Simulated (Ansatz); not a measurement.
## ScAlCO (space group P6_3mc, No. 186; a cell from a computed database, its experimental status unchecked)

```yaml
crystal:
  lattice:
    - [3.23357, 0.00000, 0.00000]
    - [-1.61678, 2.80035, 0.00000]
    - [0.00000, 0.00000, 10.14456]
  atoms:
    - { symbol: Sc, position: [0.66667, 0.33333, 0.80395] }
    - { symbol: Sc, position: [0.33333, 0.66667, 0.30395] }
    - { symbol: Al, position: [0.00000, 0.00000, 0.52036] }
    - { symbol: Al, position: [0.00000, 0.00000, 0.02036] }
    - { symbol: C, position: [0.33333, 0.66667, 0.94087] }
    - { symbol: C, position: [0.66667, 0.33333, 0.44087] }
    - { symbol: O, position: [0.00000, 0.00000, 0.69813] }
    - { symbol: O, position: [0.00000, 0.00000, 0.19813] }
```

Level of theory: DFT with PBEsol, PAW potentials and a 420 eV plane-wave cutoff in Ansatz (a program for electronic structure), no spin-orbit coupling. k-mesh 12×12×4 (Γ-centred); smearing 0.05 eV (Fermi–Dirac).

```json
{
 "volume_per_atom": "11.48 Å³",
 "density": "3.61 g/cm³",
 "band_gap": "1.19 eV, indirect, Γ → M",
 "total_energy": "-861.987 eV/atom (σ→0; compares only within this code and set-up)"
}
```

Whether these cells are dynamically stable was not tested. All final runs are without spin polarisation.
